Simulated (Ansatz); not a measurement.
Start from BP in the zinc blende structure (space group F-43m, No. 216; a = 4.537 Å).

Levels (all Ansatz, an electronic-structure program, PAW): r2SCAN (500 eV, without spin-orbit coupling); HSE06 (420 eV, without spin-orbit coupling).

Its gap is 1.41 eV with r2SCAN and 1.96 eV with HSE06.

Perturbation: an isotropic linear strain of +2.52 %, atoms relaxed at fixed cell.

With r2SCAN the gap becomes 1.51 eV.

Task: If the HSE06 correction stayed the same, what would the HSE06 gap be, and what does the HSE06 run give?

Result: A rigid correction of +0.55 eV gives 2.06 eV. The HSE06 run gives 2.06 eV, so the two effects roughly add.

Single points use the geometry relaxed with r2SCAN. The hybrid gap comes from the SCF mesh plus the semilocal run's edge points and a few special points and is an upper bound. Whether these cells are dynamically stable was not tested.
